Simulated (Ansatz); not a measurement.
## Cu, response to strain

Start from Cu in the fcc (Cu type) structure (space group Fm-3m, No. 225; a = 3.564 Å). Axes: x, y, z lie along the cube axes.

Strains are applied to the cell and any free atomic positions relax; under biaxial strain the out-of-plane vector relaxes too.

Method: Ansatz (a first-principles code), PBEsol, PAW, cutoff 420 eV, without spin-orbit coupling.

Candidates:
(a) uniaxial strain ε_yy = +0.57 %
(b) uniaxial strain ε_zz = −4.66 %
(c) tensor shear ε_xz = −1.44 %
(d) biaxial strain −3.51 %, plane normal [111], relaxed out of plane

Notes on the quantities. energy relative to the base: free energy F.

Order them by energy relative to the base, highest first.

(d) biaxial strain −3.51 %, plane normal [111], relaxed out of plane (+34 meV/atom), (b) uniaxial strain ε_zz = −4.66 % (+18 meV/atom), (c) tensor shear ε_xz = −1.44 % (+3.0 meV/atom), (a) uniaxial strain ε_yy = +0.57 % (+0.2 meV/atom)

Without a gap, meshes like the base's 22×22×22 leave anisotropic stresses uncertain by several tenths of a GPa, and small strain energies with them. No phonon test of stability was made. The final runs are not spin-polarised.
